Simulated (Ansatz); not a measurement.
Take TiGeO$_{3}$ (space group R-3, No. 148; a cell from a computed database, its experimental status unchecked; layered, stacked along the Cartesian z axis) as the base.

```
TiGeO3
1.0
    2.48852     1.43675     6.58279
   -2.48852     1.43675     6.58279
    0.00000    -2.87350     6.58279
Ti Ge O
2 2 6
Direct
  0.17267   0.17267   0.17267
  0.82733   0.82733   0.82733
  0.39709   0.39709   0.39709
  0.60291   0.60291   0.60291
  0.78862   0.10592   0.44416
  0.21138   0.89408   0.55584
  0.10592   0.44416   0.78862
  0.89408   0.55584   0.21138
  0.44416   0.78862   0.10592
  0.55584   0.21138   0.89408
```

Cartesian axes are those of the cell as printed.

All numbers come from PBEsol, PAW, 420 eV (Ansatz, a quantum-chemistry and plane-wave program; without spin-orbit coupling).

Strains are applied to the cell and any free atomic positions relax; under biaxial strain the out-of-plane vector relaxes too.

One change was made to it. Results:

```tsv
quantity	base	after
energy relative to the base (free energy F)	0 meV/atom	+57 meV/atom
pressure (mean of the normal stresses, compression positive)	0.00 GPa	11.06 GPa
```

Problem. Which change produced these results?
(A) uniaxial strain ε_zz = −0.35 %
(B) isotropic strain −4.60 %
(C) biaxial strain +0.72 %, plane normal [001], relaxed out of plane

Solution. B, isotropic strain −4.60 %. For comparison, the energy relative to the base in the other runs: uniaxial strain ε_zz = −0.35 % gives 0.0 meV/atom; biaxial strain +0.72 %, plane normal [001], relaxed out of plane gives +1.1 meV/atom.

No phonon test of stability was made. All final runs are without spin polarisation. No dispersion term is included in the PBEsol runs.
